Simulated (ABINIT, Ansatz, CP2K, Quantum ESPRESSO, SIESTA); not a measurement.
**Code comparison for MgB₂ (P6/mmm, 3 atoms in the cell)**

Self-consistent single point.

```xyz
3
Lattice="1.5450 -2.6760 0.0000 1.5450 2.6760 0.0000 0.0000 0.0000 3.5200" Properties=species:S:1:pos:R:3 pbc="T T T"
Mg     0.0000     0.0000     0.0000
B      1.5450     0.8920     1.7600
B      1.5450    -0.8920     1.7600
```

Shared settings, as Ansatz (a first-principles code) writes them: kpoints.mp_grid.grid = 12 12 9; scf.occupations.method = fermi_dirac; scf.occupations.width = 0.05 eV. Potentials and cutoffs stand in the table.

| code | model | pressure (GPa) | cutoff |
|---|---|---|---|
| SIESTA | GGA PBEsol, numerical atomic orbitals DZP, PseudoDojo PBEsol standard norm-conserving potentials (rewritten from UPF to PSML) | 1.78 | grid 350 Ry |
| CP2K | PBEsol, GPW, DZVP-MOLOPT-SR-GTH basis, GTH-PBE potentials (GTH_POTENTIALS) | 0.05 | grid 1000 Ry |
| Quantum ESPRESSO | PBEsol, SSSP 1.1.2 efficiency (PBE) pseudopotentials | -3.92 | 40 Ry |
| ABINIT | PBEsol, norm-conserving pseudopotentials (PseudoDojo nc-sr-04 PBEsol standard) | -3.25 | 42 Ha |
| Ansatz | PBEsol, default PAW files made with PBE | -3.75 | default |

The spread over the programs that give each value: pressure within 5.70 GPa.

SIESTA and CP2K use small atom-centred bases, whose incompleteness enters pressures, forces and empty levels differently from a plane-wave cutoff. Ansatz's pressure is given at a fixed set of plane waves, as the other plane-wave codes print theirs; with its correction for the finite basis it is -3.59 GPa. In the pressure, SIESTA (by 5.53) and CP2K (by 3.81) lie more than 1 GPa from the median of the plane-wave programs.

The starting cell has typed, rounded lattice constants, without a prior relaxation at this level.

Left out of this page: GPAW (not drawn, or without a comparable value).

Keys are those of Ansatz 0.2.
